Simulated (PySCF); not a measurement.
PySCF 2.14.0, R2SCAN/def2-svp, df: Cu(OH)(OH2) ([OH][Cu]<-[OH2]), 6 atoms. The geometry is a generated start, not checked to be a minimum at this level.

```json
{
  "task": "energy",
  "method": "r2scan",
  "basis": "def2-svp",
  "two_electron_scheme": "density fitting",
  "mol.max_memory": "3000 MB",
  "mf.max_cycle": "100",
  "mf.conv_tol": "1e-09 (default)",
  "mf.grids.level": "3 (default)",
  "basis_functions": "74",
  "grid_points": "78232"
}
```

```xyz
6

Cu     0.2490    -0.0302    -0.2648
O      1.7357    -0.2946    -1.0662
H      2.0690     0.4990    -1.4812
O     -1.3737     0.0787     0.5867
H     -1.1878     0.5960     1.3879
H     -1.4922    -0.8489     0.8376
```

Charge 0 and multiplicity 1 are set for this test and not shown to be the ground state.

With the defaults (mf.DIIS = CDIIS, mf.diis = true, mf.damp = 0, mf.diis_start_cycle = 1, mf.init_guess = minao, mf.level_shift = 0, mf.diis_space = 8) it converges in 13 Fock builds. One run each on 2 threads, 1 BLAS thread, with these changes:
- mf.damp = 0.7, mf.diis_start_cycle = 8
- mf.diis_space = 3
- mf.diis = false, mf.damp = 0.7, mf.diis_start_cycle = 999
- mf.init_guess = huckel
- mf.damp = 0.3, mf.diis_start_cycle = 4
- mf.level_shift = 0.1 Hartree
- mf.DIIS = EDIIS
- mf.DIIS = ADIIS
- mf.diis = false

Which runs fail or end elsewhere than the default run?

No convergence: mf.DIIS = EDIIS; mf.diis = false (the run ends without SCF convergence in 100 cycles). The rest reach the solution of the defaults.

```csv
setting,Fock builds,end
the defaults,13,same solution
mf.init_guess = huckel,14,same solution
mf.level_shift = 0.1 Hartree,15,same solution
"mf.damp = 0.7, mf.diis_start_cycle = 8",16,same solution
mf.DIIS = ADIIS,23,same solution
"mf.damp = 0.3, mf.diis_start_cycle = 4",24,same solution
"mf.diis = false, mf.damp = 0.7, mf.diis_start_cycle = 999",25,same solution
mf.diis_space = 3,33,same solution
mf.DIIS = EDIIS,101,no convergence
mf.diis = false,101,no convergence
```
